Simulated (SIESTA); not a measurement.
## Input and output of a self-consistent single point for Ni₃As₂O₈ (Cmce, 26 atoms in the cell) (SIESTA)

Computed with SIESTA with GGA PBEsol, numerical atomic orbitals DZP, PseudoDojo PBEsol standard norm-conserving potentials (rewritten from UPF to PSML).

The input file:

```
# files in the folder: Ni.psml As.psml O.psml (PseudoDojo PBEsol standard)
SystemName  Ni3(AsO4)2
SystemLabel ni3(aso4)2

NumberOfAtoms                26
NumberOfSpecies              3
%block ChemicalSpeciesLabel
  1 28 Ni
  2 33 As
  3 8 O
%endblock ChemicalSpeciesLabel
LatticeConstant              1.0 Bohr
%block LatticeVectors
     5.602830090  -10.695403890    0.000000000
     5.602830090   10.695403890    0.000000000
     0.000000000    0.000000000   15.450457487
%endblock LatticeVectors
AtomicCoordinatesFormat      ScaledCartesian
%block AtomicCoordinatesAndAtomicSpecies
     5.602830090    0.000000000    7.725228743  1
     0.000000000    0.000000000    0.000000000  1
     2.801415045   -2.833212490    3.862614372  1
     8.404245134    2.833212490   11.587843115  1
     2.801415045    2.833212490   11.587843115  1
     8.404245134   -2.833212490    3.862614372  1
     5.602830090   -2.660160856   13.661912528  2
     5.602830090    2.660160856    1.788544959  2
     5.602830090   -8.035243034    5.936683785  2
     5.602830090    8.035243034    9.513773702  2
     5.602830090   -5.293369293   11.806930602  3
     5.602830090    5.293369293    3.643526885  3
     5.602830090   -5.402034597    4.081701859  3
     5.602830090    5.402034597   11.368755628  3
     5.602830090   10.664173311   11.576718786  3
     5.602830090  -10.664173311    3.873738701  3
     5.602830090    0.031230579    3.851490042  3
     5.602830090   -0.031230579   11.598967444  3
     8.283111948    2.590854638   15.436706580  3
     2.922548231   -2.590854638    0.013750907  3
     8.525378321   -2.590854638    7.711477836  3
     2.680281858    2.590854638    7.738979651  3
     8.283111948   -2.590854638    0.013750907  3
     2.922548231    2.590854638   15.436706580  3
     8.525378321    2.590854638    7.738979651  3
     2.680281858   -2.590854638    7.711477836  3
%endblock AtomicCoordinatesAndAtomicSpecies

XC.functional                GGA
XC.authors                   PBEsol
PAO.BasisSize                DZP
PAO.EnergyShift              0.005 Ry
MeshCutoff                   400 Ry
%block kgrid.MonkhorstPack
    3   0   0  0.0
    0   3   0  0.0
    0   0   2  0.0
%endblock kgrid.MonkhorstPack
OccupationFunction           MP
OccupationMPOrder            0
ElectronicTemperature        20.0 meV
Spin                         polarized
%block DM.InitSpin
  1 +2.00
  2 +2.00
  3 +2.00
  4 +2.00
  5 +2.00
  6 +2.00
  7 +0.00
  8 +0.00
  9 +0.00
  10 +0.00
  11 +0.00
  12 +0.00
  13 +0.00
  14 +0.00
  15 +0.00
  16 +0.00
  17 +0.00
  18 +0.00
  19 +0.00
  20 +0.00
  21 +0.00
  22 +0.00
  23 +0.00
  24 +0.00
  25 +0.00
  26 +0.00
%endblock DM.InitSpin

MaxSCFIterations             150
SCF.Mixer.Method             Pulay
SCF.Mixer.Weight             0.1
SCF.Mixer.History            6
SCF.DM.Tolerance             1.0E-05
Diag.ParallelOverK           true
WriteForces                  true
Charge.Mulliken              end
```

Output (repeated stretches shortened):

```
reinit: Reading from file input.fdf

reinit: System Name: Ni3(AsO4)2
reinit: System Label: ni3(aso4)2

NOTE on units for spin output:
{S} is the spin magnetic moment, in units of the Bohr magneton,
assuming a g-factor for the electron spin of exactly 2.
The spin magnetic moment is then numerically equal to the charge inbalance,
in units of electrons, between the spin-up and -down channels.

coor:   Atomic-coordinates input format  =     Cartesian coordinates
coor:                                          (in units of alat)

siesta: Atomic coordinates (Bohr) and species
siesta:      5.60283   0.00000   7.72523  1        1
siesta:      0.00000   0.00000   0.00000  1        2
siesta:      2.80142  -2.83321   3.86261  1        3
siesta:      8.40425   2.83321  11.58784  1        4
siesta:      2.80142   2.83321  11.58784  1        5
siesta:      8.40425  -2.83321   3.86261  1        6
   [... 15 lines left out ...]
siesta:      2.68028   2.59085   7.73898  3       22
siesta:      8.28311  -2.59085   0.01375  3       23
siesta:      2.92255   2.59085  15.43671  3       24
siesta:      8.52538   2.59085   7.73898  3       25
siesta:      2.68028  -2.59085   7.71148  3       26

siesta: System type = bulk

initatomlists: Number of atoms, orbitals, and projectors:     26   394   388

siesta: ******************** Simulation parameters ****************************
redata: Spin configuration                          = collinear
redata: Time-Reversal Symmetry                      = T
redata: Number of Atomic Species                    =        3
redata: Mesh Cutoff                                 =   400.0000 Ry
redata: Net charge of the system                    =     0.0000 |e|
redata: Min. number of SCF Iter                     =        0
redata: Max. number of SCF Iter                     =      150
redata: SCF convergence failure will abort job
redata: SCF mix quantity                            = Hamiltonian
   [... lines left out ...]
diag: Used triangular part                          = Lower
diag: Absolute tolerance                            =  0.100E-15
diag: Orthogonalization factor                      =  0.100E-05
diag: Memory factor                                 =  1.0000

superc: Internal auxiliary supercell:     5 x     5 x     3  =      75
superc: Number of atoms, orbitals, and projectors:   1950  29550  29100

                        Single-point calculation

superc: Internal auxiliary supercell:     5 x     5 x     3  =      75
superc: Number of atoms, orbitals, and projectors:   1950  29550  29100

outcell: Unit cell vectors (Ang):
        2.964890   -5.659764    0.000000
        2.964890    5.659764    0.000000
        0.000000    0.000000    8.176030

outcell: Cell vector modules (Ang)   :    6.389327    6.389327    8.176030
outcell: Cell angles (23,13,12) (deg):     90.0000     90.0000    124.7041
outcell: Cell volume (Ang**3)        :    274.3970
new_DM -- step:     1
Initializing Density Matrix...

Attempting to read DM from file... Failed...
DM filled with atomic data (user-defined):

InitMesh: MESH = 72 x 72 x 108 = 559872
InitMesh: Mesh cutoff (required, used) =   400.000   447.271 Ry

stepf: Methfessel-Paxton step function
       Using Hermite-Gauss polynomials of order  0
        iscf     Eharris(eV)        E_KS(eV)     FreeEng(eV)     dDmax    Ef(eV) dHmax(eV)
   scf:    1   -45771.389068   -45969.062816   -45969.069320  0.618791 -2.496798 23.084810
     spin moment: {S} , |S| = {        0.0        0.0   13.00000 }    13.00000
   scf:    2   -46070.446854   -46031.232249   -46031.233580  0.643311 -3.892721  7.751023
     spin moment: {S} , |S| = {        0.0        0.0   12.00000 }    12.00000
   scf:    3   -46056.304890   -46045.610279   -46045.610279  0.061824 -4.584024  5.586422
     spin moment: {S} , |S| = {        0.0        0.0   12.00000 }    12.00000
   scf:    4   -46051.071294   -46050.464818   -46050.464818  0.059037 -5.008885  2.663203
     spin moment: {S} , |S| = {        0.0        0.0   12.00000 }    12.00000
   scf:    5   -46051.435734   -46051.079295   -46051.079295  0.018774 -4.843324  1.307172
     spin moment: {S} , |S| = {        0.0        0.0   12.00000 }    12.00000
   scf:    6   -46050.945685   -46051.099552   -46051.099552  0.018206 -4.750497  0.908359
   [... lines left out ...]
   scf:   15   -46051.229890   -46051.229886   -46051.229886  0.000103 -4.827024  0.001386
     spin moment: {S} , |S| = {        0.0        0.0   12.00000 }    12.00000
   scf:   16   -46051.229890   -46051.229888   -46051.229888  0.000049 -4.826907  0.000860
     spin moment: {S} , |S| = {        0.0        0.0   12.00000 }    12.00000
   scf:   17   -46051.229889   -46051.229888   -46051.229888  0.000016 -4.826885  0.000764
     spin moment: {S} , |S| = {        0.0        0.0   12.00000 }    12.00000
   scf:   18   -46051.229890   -46051.229889   -46051.229889  0.000055 -4.826807  0.000487
     spin moment: {S} , |S| = {        0.0        0.0   12.00000 }    12.00000
   scf:   19   -46051.229890   -46051.229889   -46051.229889  0.000036 -4.826804  0.000410
     spin moment: {S} , |S| = {        0.0        0.0   12.00000 }    12.00000
   scf:   20   -46051.229890   -46051.229889   -46051.229889  0.000005 -4.826806  0.000332
     spin moment: {S} , |S| = {        0.0        0.0   12.00000 }    12.00000
SCF Convergence by DM+H criterion
max |DM_out - DM_in|         :     0.0000052104
max |H_out - H_in|      (eV) :     0.0003318224
SCF cycle converged after 20 iterations

Using DM_out to compute the final energy and forces

siesta: E_KS(eV) =           -46051.2299

siesta: E_KS - E_eggbox =    -46051.2299

siesta: Atomic forces (eV/Ang):
     1   -0.000000    0.000000   -0.000000
     2   -0.000000    0.000000    0.000000
     3   -0.000000   -0.005355   -0.000000
   [... 23 lines left out ...]
   Tot   -0.000000   -0.000000   -0.000000
   Max    1.675930
   Res    0.910957    sqrt( Sum f_i^2 / 3N )
   Max    1.675930    constrained

Stress tensor Voigt[x,y,z,yz,xz,xy] (kbar):      -55.40      -43.36      -56.20       -0.00       -0.00       -0.00
(Free)E + p*V (eV/cell)   -46042.3839
Target enthalpy (eV/cell)   -46051.2299

siesta: Program's energy decomposition (eV):
siesta: Ebs     =     -7585.138337
siesta: Eions   =     57117.657591
siesta: Ena     =      3910.574430
siesta: Ekin    =     26111.351478
siesta: Enl     =    -11245.467103
siesta: Eso     =         0.000000
siesta: Edftu   =         0.000000
siesta: DEna    =        95.346366
siesta: DUscf   =        15.135034
siesta: DUext   =         0.000000
siesta: Ex      =     -7354.911531
siesta: Ec      =      -465.600971
siesta: Exc     =     -7820.512502
siesta: Eharris =    -46051.229890
siesta: Etot    =    -46051.229889
siesta: FreeEng =    -46051.229889

siesta: Atomic forces (eV/Ang):
siesta:      1   -0.000000    0.000000   -0.000000
siesta:      2   -0.000000    0.000000    0.000000
siesta:      3   -0.000000   -0.005355   -0.000000
siesta:      4   -0.000000    0.005355    0.000000
siesta:      5   -0.000000    0.005355    0.000000
siesta:      6   -0.000000   -0.005355   -0.000000
   [... 16 lines left out ...]
siesta:     23    1.675930    0.014549    1.056229
siesta:     24   -1.675930   -0.014548   -1.056229
siesta:     25   -1.675930   -0.014549    1.056229
siesta:     26    1.675930    0.014549   -1.056229
siesta: ----------------------------------------
siesta:    Tot   -0.000000   -0.000000   -0.000000

   [... lines left out ...]
siesta: Cell volume =        274.397013 Ang**3
siesta:          51.65059238         49.92171470  kBar
   [... lines left out ...]
   [... 29 lines left out ...]

mulliken: Qtot =      126.000

Mulliken Atomic Populations:
Atom #   charge [q] valence [e]      Sz [e]  Species
     1     0.649699   17.350301    1.558991  Ni
     2     0.649699   17.350301    1.558991  Ni
     3     0.599297   17.400703    1.587130  Ni
     4     0.599297   17.400703    1.587130  Ni
     5     0.599297   17.400703    1.587130  Ni
     6     0.599297   17.400703    1.587130  Ni
     7     1.554636   13.445364    0.019513  As
     8     1.554636   13.445364    0.019513  As
     9     1.554636   13.445364    0.019513  As
    10     1.554636   13.445364    0.019513  As
    11    -0.629921    6.629921    0.158040  O
    12    -0.629921    6.629921    0.158040  O
    13    -0.629921    6.629921    0.158040  O
    14    -0.629921    6.629921    0.158040  O
    15    -0.656023    6.656023    0.173944  O
    16    -0.656024    6.656024    0.173944  O
    17    -0.656024    6.656024    0.173944  O
    18    -0.656024    6.656024    0.173944  O
    19    -0.596419    6.596419    0.140939  O
    20    -0.596419    6.596419    0.140939  O
    21    -0.596419    6.596419    0.140939  O
    22    -0.596419    6.596419    0.140939  O
    23    -0.596419    6.596419    0.140939  O
    24    -0.596419    6.596419    0.140939  O
    25    -0.596419    6.596419    0.140939  O
    26    -0.596419    6.596419    0.140939  O
 Total     0.000000               12.000000
```

The run converged in 20 iterations.

The starting cell comes from a database of computed structures (which also holds hypothetical and non-ambient phases and stackings), without a prior relaxation at this level. Its lattice was rescaled by a random factor within 2.5 % of one. The magnetic order is the one reached from the typed start; others were not searched systematically. Values carry the incompleteness of an atom-centred basis. With a pressure of about 5 GPa the cell is away from its equilibrium volume at this level. Forces in this geometry exceed 1 eV/Å.

Cost on one core of a shared machine: roughly 6 min.
